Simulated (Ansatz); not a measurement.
Ti on the Si site (Ti_Si) in alpha quartz: one set of geometries, relaxed with PBE, evaluated in Ansatz (PAW, plane waves to 420 eV, 500 eV under r2SCAN) with PBE, r2SCAN.

Set-up: 72-site cell; 2×2×2 Γ-centred k-points; start: the Si site; charged states image-corrected; no Hubbard U; not converged in cell size; flagged in the runs: a doubtful potential alignment, a host whose relaxation on this sampling wasn't shown to rest, a strain field that reaches the edge of the cell.

| quantity | PBE | r2SCAN |
|---|---|---|
| host gap (eV) | 5.68 | ___ |
| ε(0/−1) above the VBM (eV) | 5.46 | ___ |
| neutral formation energy against silicon, hcp Ti (eV) | -0.46 | ___ |
| largest moment on one atom at charge −1 (μB) | 0.64 | ___ |

Question: Given the lower rungs, what does r2SCAN give?

Answer: 
- host gap (eV), r2SCAN: 6.32
- ε(0/−1) above the VBM (eV), r2SCAN: 5.69
- neutral formation energy against silicon, hcp Ti (eV), r2SCAN: -0.42
- largest moment on one atom at charge −1 (μB), r2SCAN: 0.67

Ansatz is a quantum-chemistry and plane-wave program.
